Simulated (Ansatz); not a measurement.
Base system: AlN in the wurtzite structure (space group P6_3mc, No. 186; a = 3.0888 Å, c = 4.9433 Å). Axes: x lies along a and z along c of the hexagonal cell.

The values are results of LDA (Ansatz, an electronic-structure program), no SOC, not measurements.

The change: tensor shear ε_xz = +1.67 % (engineering shear γ = 0.0334); the atoms relax in the strained cell.

Problem. Predict the stress tensor and what it implies for the stiffness.

Solution. Stress of the strained cell less that of the base (GPa, compression positive):
```
  -0.17    0.00   -3.86
   0.00    0.03    0.00
  -3.86    0.00    0.18
```

Then −Δσ/γ with γ = 2ε = 0.0334 gives secant stiffness values (nonlinear terms included at this strain): C55 ≈ 116 GPa.

As a check, the harmonic strain energy −½ V₀ Δσ:ε is 4.1 meV/atom; the computed energy rise is 4.1 meV/atom.

Stability against distortions was not tested.
